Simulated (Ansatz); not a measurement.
Worked example: self-consistent single point of a (001) slab of Ta2H (cut from a parent of space group no. 21; 6 atoms in the cell) in Ansatz (a quantum-chemistry and plane-wave program).

Level of theory: LDA (PW92), default PAW files made with PBE (plane waves; Ansatz).

The change in words: vacuum of 5 angstrom (first run: 14 Å). Reference geometry:
```yaml
crystal:
  lattice:
    - [2.94449, 0.00000, 0.00000]
    - [-3.85822, 2.79913, 0.00000]
    - [0.00000, 0.00000, 21.31288]
  atoms:
    - { symbol: H, position: [0.00000, 0.00000, 0.38781] }
    - { symbol: H, position: [0.00000, 0.00000, 0.61220] }
    - { symbol: Ta, position: [0.50000, 0.50000, 0.44717] }
    - { symbol: Ta, position: [0.50000, 0.00000, 0.32844] }
    - { symbol: Ta, position: [0.50000, 0.50000, 0.67156] }
    - { symbol: Ta, position: [0.50000, 0.00000, 0.55283] }
```

Reference input (self-consistent single point, DFT, LDA (PW92), plane waves, default PAW files made with PBE): basis.ecutwfc = 30.9 Ry; kpoints.mp_grid.grid = 12 12 1; hamiltonian.xc = lda; hamiltonian.pseudopotentials = {kind: paw} (the program's default PAW files); scf.occupations.method = fermi_dirac; scf.occupations.width = 0.0073 Ry. This run's input differs from it in these lines:

Ansatz 0.2 input:
```diff
@@ -4,10 +4,10 @@
     - [-3.858221, 2.799128, 0.000000]
-    - [0.000000, 0.000000, 21.312882]
+    - [0.000000, 0.000000, 12.312876]
   atoms:
-    - { symbol: H, position: [0.000000, 0.000000, 0.387807] }
-    - { symbol: H, position: [0.000000, 0.000000, 0.612197] }
-    - { symbol: Ta, position: [0.500000, 0.500000, 0.447175] }
-    - { symbol: Ta, position: [0.500000, 0.000000, 0.328440] }
-    - { symbol: Ta, position: [0.500000, 0.500000, 0.671560] }
-    - { symbol: Ta, position: [0.500000, 0.000000, 0.552830] }
+    - { symbol: H, position: [0.000000, 0.000000, 0.305800] }
+    - { symbol: H, position: [0.000000, 0.000000, 0.694207] }
+    - { symbol: Ta, position: [0.500000, 0.500000, 0.408563] }
+    - { symbol: Ta, position: [0.500000, 1.000000, 0.203039] }
+    - { symbol: Ta, position: [0.500000, 0.500000, 0.796961] }
+    - { symbol: Ta, position: [0.500000, 1.000000, 0.591446] }
 basis:
```

Log, with long lists cut:

```
SCF iter   1: F=—  HF=-38759.427918 eV  |F-HF|=—  |Δ(HF+E_count)|=         —  Δρ=1.30e-2  dr2=2.58e0  ethr=1.77e-3  ⟨swp⟩=5.2  Hψ=5856  notcnv=0
all-band conjugate gradients solve this SCF's bands
preconditioner: auto → LDOS
SCF iter   2: F=—  HF=-38759.325764 eV  |F-HF|=—  |Δ(HF+E_count)|=   1.02e-1  Δρ=5.77e-3  dr2=2.90e-1  ethr=1.77e-3  ⟨swp⟩=2.8  Hψ=2184  notcnv=0
SCF iter   3: F=—  HF=-38759.307330 eV  |F-HF|=—  |Δ(HF+E_count)|=   1.84e-2  Δρ=1.67e-3  dr2=1.72e-2  ethr=5.37e-4  ⟨swp⟩=2.0  Hψ=2016  notcnv=0
SCF iter   4: F=—  HF=-38759.305483 eV  |F-HF|=—  |Δ(HF+E_count)|=   1.85e-3  Δρ=3.83e-4  dr2=6.87e-4  ethr=3.18e-5  ⟨swp⟩=2.0  Hψ=1816  notcnv=0
SCF iter   5: F=—  HF=-38759.305451 eV  |F-HF|=—  |Δ(HF+E_count)|=   3.16e-5  Δρ=1.01e-4  dr2=1.48e-5  ethr=1.27e-6  ⟨swp⟩=2.0  Hψ=1719  notcnv=0
SCF iter   6: F=—  HF=-38759.305442 eV  |F-HF|=—  |Δ(HF+E_count)|=   8.87e-6  Δρ=2.74e-5  dr2=1.56e-6  ethr=2.73e-8  ⟨swp⟩=2.0  Hψ=2393  notcnv=0
SCF iter   7: F=-38759.305442 eV  HF=-38759.305442 eV  |F-HF|=9.50e-9  |Δ(HF+E_count)|=   1.28e-7  Δρ=6.72e-6  dr2=5.25e-8  ethr=1.85e-10  ⟨swp⟩=6.0  Hψ=7021  notcnv=0
SCF 1 converged in 7 iterations: F = -38759.305442 eV  dr2 = 5.25e-8
Free energy (F): -38759.305442 eV
Internal energy: -38759.179704 eV  (E = F + TS)
E sigma→0 (E₀):  -38759.242573 eV
Entropy (-TS):   -0.125738 eV (-20.956 meV/atom)
Fermi energy:    12.571505 eV
--- Forces (eV/Å), atoms counted from 1 ---
  atom   1  H      0.00000000     0.00000000    -0.21274082
  atom   2  H      0.00000000     0.00000000     0.21274082
  atom   3  Ta     0.00000000     0.00000000    -0.31823863
  atom   4  Ta     0.00000000    -0.00000000     0.77468130
  atom   5  Ta    -0.00000000    -0.00000000    -0.77468130
  atom   6  Ta     0.00000000     0.00000000     0.31823863
--- Stress (GPa, compression-positive) ---
      -16.611605       0.113467       0.000000
        0.113467     -16.537526       0.000000
        0.000000       0.000000     -11.323464
  P = ⅓ Tr σ = -14.8242 GPa (-148.242 kbar)
  The stress holds the Pulay correction. Without it, at fixed plane waves, as pw.x and ABINIT print it: P = -14.8913 GPa
```

The run converged in 7 iterations. Against the reference run the free energy drops by 29.7 meV/atom and the largest force goes from 1.046 to 0.775 eV/Å.

The starting cell comes from a database of computed structures (which also holds hypothetical and non-ambient phases and stackings), without a prior relaxation at this level. The slab is cut from that crystal, and its faces are unrelaxed. Its lattice was rescaled by up to half a per cent. Spin-orbit coupling is off. Spin polarisation is off.
